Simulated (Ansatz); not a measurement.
## Li2Se: response to strain

The reference is Li$_{2}$Se in the anti-fluorite structure (space group Fm-3m, No. 225).

```
CELL_PARAMETERS angstrom
      0.00000     2.97241     2.97241
      2.97241     0.00000     2.97241
      2.97241     2.97241     0.00000
ATOMIC_POSITIONS crystal
  Li 0.25000 0.25000 0.25000
  Li 0.75000 0.75000 0.75000
  Se 0.00000 0.00000 0.00000
```

Cartesian axes are those of the cell as printed.

Strains are applied to the cell and any free atomic positions relax; under biaxial strain the out-of-plane vector relaxes too.

The values are results of PBEsol (Ansatz, a quantum-chemistry and plane-wave program; PAW; 420 eV plane waves; no SOC), not measurements.

Candidates:
(a) biaxial strain −2.50 %, plane normal [111], relaxed out of plane
(b) biaxial strain +0.42 %, plane normal [111], relaxed out of plane
(c) biaxial strain −0.83 %, plane normal [111], relaxed out of plane
(d) biaxial strain +0.83 %, plane normal [111], relaxed out of plane
(e) biaxial strain +2.08 %, plane normal [111], relaxed out of plane

Q: Order them by out-of-plane strain, lowest first.

A: (e) biaxial strain +2.08 %, plane normal [111], relaxed out of plane (-0.90 %), (d) biaxial strain +0.83 %, plane normal [111], relaxed out of plane (-0.36 %), (b) biaxial strain +0.42 %, plane normal [111], relaxed out of plane (-0.18 %), (c) biaxial strain −0.83 %, plane normal [111], relaxed out of plane (+0.38 %), (a) biaxial strain −2.50 %, plane normal [111], relaxed out of plane (+1.14 %)

Whether these cells are dynamically stable was not tested.
